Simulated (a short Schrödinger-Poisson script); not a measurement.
Stack: gated Al0.4Ga0.6As/GaAs δ-doped gas, at 300 K.

| layer | material | thickness (nm) | Na (cm⁻³) |
|---|---|---|---|
| 1 | Al0.4Ga0.6As | 20 | - |
| 2 | Al0.4Ga0.6As | 40 | - |
| 3 | GaAs | 6000 | 6e15 |

The device is made up for the run: typed textbook-type constants, with dimensions and the other settings drawn at random. Al0.4Ga0.6As: permittivity 11.76, conduction-band edge (eV) 0.316, gap (eV) 1.923, electron mass (mₑ) 0.1002, Nv at 300 K (cm⁻³) 9e18. GaAs: permittivity 12.9, conduction-band edge (eV) 0, gap (eV) 1.424, Nv at 300 K (cm⁻³) 9e18.

Channel valleys (confinement mass, in-plane density-of-states mass, number): Γ 0.067, 0.067, 1. At the gate the conduction-band edge of layer 1 lies 1.07 eV − eVg above the Fermi level of the channel; the field vanishes at the back. Sheet of ionised δ-doping: +1.9e12 e/cm² at 20 nm from the gate. The barrier under the gate holds no holes. Gaps are held at their typed values at every temperature. Mesh 0.08 nm at interfaces.

Solved with a short Schrödinger-Poisson script written for these runs: 1D Poisson equation in equilibrium, electrons quantum, Hartree (BenDaniel-Duke, 40 states a valley, the channel's in-plane mass for all, wave functions free to enter the barrier), parabolic valleys, classical holes, full ionisation, no traps, pinning or gate leakage.

The same stack at other levels of the model or other numerical settings:

```csv
run,sheet density of all electrons at Vg = 0.5 V (cm⁻²),capacitance at Vg = 0.5 V (μF/cm²),centroid of the channel electrons at Vg = 0.5 V (nm),rough cost against the base
base,6.62e10,0.130,8.13,about 1
"electrons treated as classical, Boltzmann",7.82e10,0.144,5.67,0.02
"electrons treated as classical, Fermi-Dirac",7.71e10,0.142,5.82,0.1
"electrons treated as quantum, Hartree plus LDA exchange-correlation",6.96e10,0.134,7.96,about 1
mesh six times as coarse,6.62e10,0.130,8.14,0.2
one subband a valley,5.71e10,0.113,6.13,0.2
```

The classical rows ignore confinement, and Boltzmann statistics overrate the density once the band edge passes the Fermi level.
